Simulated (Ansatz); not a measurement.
The starting structures come from a database of crystals and need not be the phases stable at ambient conditions.

Inside the gap of an insulator the Bloch states are evanescent, with a wavenumber k + iκ along the transport direction.

```
CELL_PARAMETERS angstrom
      5.63616     0.00000     0.00000
      2.81808     8.84726     0.00000
      2.81808     0.89763     4.79781
ATOMIC_POSITIONS crystal
  K  0.20857 0.37429 0.20857
  K  0.79143 0.62571 0.79143
  K  0.38530 0.84409 0.38530
  K  0.61470 0.15591 0.61470
  Zn 0.00000 0.00000 0.00000
  P  0.08421 0.74737 0.08421
  P  0.91579 0.25263 0.91579
```

Space group of this cell: R-3m. The cell is taken as given.

Transport runs along the normal of the first two printed cell vectors, the (101) plane of the conventional cell.

The gap is the functional's own, uncorrected, and κ follows it; spin-orbit coupling is left out. Mid-gap values are interpolated between the computed energies.

Question: Give the band gap and the smallest decay constant κ at mid-gap that Ansatz (a quantum-chemistry and plane-wave program) with r2SCAN yields.

Answer: Gap 1.33 eV on a 6×6×6 mesh; κ = 0.200 1/Å, at the zone centre.
